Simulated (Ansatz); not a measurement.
Amorphous Ti₂₀O₄₃Sb₂, 65 atoms at 3.81 g/cm³, one PBE-relaxed geometry, zone centre. Methods: PBE, scalar-relativistic without spin-orbit coupling (Ansatz, a first-principles code); r2SCAN, scalar-relativistic without spin-orbit coupling (Ansatz); HSE06, scalar-relativistic without spin-orbit coupling (Ansatz). Plane waves to 420 eV (r2SCAN 500 eV); exact exchange is cut at the cell's faces. All rungs ran without spin polarisation.

A CHGNet melt-quench gave the starting glass, which DFT then relaxed. O atoms were pushed apart under 1.9 Å during the dynamics, to hinder bonds among them. The hot cell started wider than the set density and was brought back towards it in steps. It is the lowest in DFT energy of 2 quenches. It is a model cell: composition and starting density were chosen by hand, and all elements were melted together. No dispersion term was used. Its density started from a set value of 3.81 and ended at 3.81 g/cm³. The quench (nominally 360 K/ps over its main leg) was far faster than any real one, so the model tends to hold more defects than a real film. One small periodic cell is one sample of the glass; other quenches scatter about these values. The volume was held where the preparation left it and the shape relaxed, at a PBE pressure of 1.5 GPa. Stress components on the final sampling reach 2.4 GPa. On a 2×2×2 Γ-centred mesh force components of up to 0.12 eV/Å stay, since the relaxation ran on the zone centre alone. Cycles of charging lowered its energy after that relaxation.

The relaxation ran on the zone centre alone. At PBE the gap is 1.96 eV on a 2×2×2 Γ-centred mesh, and the spacing at the zone centre alone 2.06 eV.

**Question.** What zone-centre spacing does r2SCAN give, roughly?

**Answer.** 2.26 eV (+0.19 eV against PBE).

**Question.** What zone-centre spacing does HSE06 give, roughly?

**Answer.** 3.14 eV (+1.07 eV against PBE).

The highest filled and the lowest empty state spread over these numbers of atoms (participation numbers): PBE: 9.6 and 14.4; r2SCAN: 9.1 and 12.8; HSE06: 8.7 and 13.4.
